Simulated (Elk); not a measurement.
**Converging the basis cutoff: Sn (Im-3m, 1 atom in the cell)**

```
Sn
1.0
   -1.88897     1.88897     1.88897
    1.88897    -1.88897     1.88897
    1.88897     1.88897    -1.88897
Sn
1
Cartesian
  0.00000   0.00000   0.00000
```

Method of the run: LDA (PW92), all-electron FP-LAPW, Elk's shipped species files, default APW+lo basis run with Elk 10.2.4.

Base settings: swidth = 0.00367493 Ha; ngridk = 10 10 10; maxscl = 100.

The second cell is the first with its lattice scaled by 0.98.

The mesh stays at the base's, so the ladder's end is converged at best in this setting alone.

Only quantities that move along the ladder and can be compared are tabulated.

The starting cell comes from a database of computed structures (which also holds hypothetical and non-ambient phases and stackings), without a prior relaxation at this level. Its lattice was rescaled by up to half a per cent. Values depend on the basis (sphere radii, cutoffs, local orbitals), which need not be converged.

```tsv
rgkmax	free energy less the last step's (meV/atom)	energy of the compressed cell less the first (meV/atom)
4.14	5273.32	-114.18
4.43	4205.34	7.32
4.7	3408.70	-89.83
4.95	2709.57	-41.29
5.19	2122.49	-64.28
5.42	1675.69	-31.14
5.86	1045.18	-23.46
6.26	660.14	-22.19
6.64	415.23	-19.69
7.34	161.71	-16.45
7.67	100.64	-16.45
8.13	46.59	-12.34
8.57	19.70	-12.18
9.26	0.00	-11.77
```

Coarsest rgkmax that holds the free energy within 5 meV/atom: not settled: the last two steps still differ by 20 meV/atom, over half the tolerance, so the ladder does not show it.

Coarsest rgkmax that holds the energy of the compressed cell less the first within 2 meV/atom of the last step, with all finer ones: 8.13; the step before is off by 4.7 meV/atom.

Two neighbours can agree and both be off: 7.34 and 7.67 differ by 0.00 meV/atom in the energy of the compressed cell less the first, yet lie about 4.7 meV/atom from the last step.
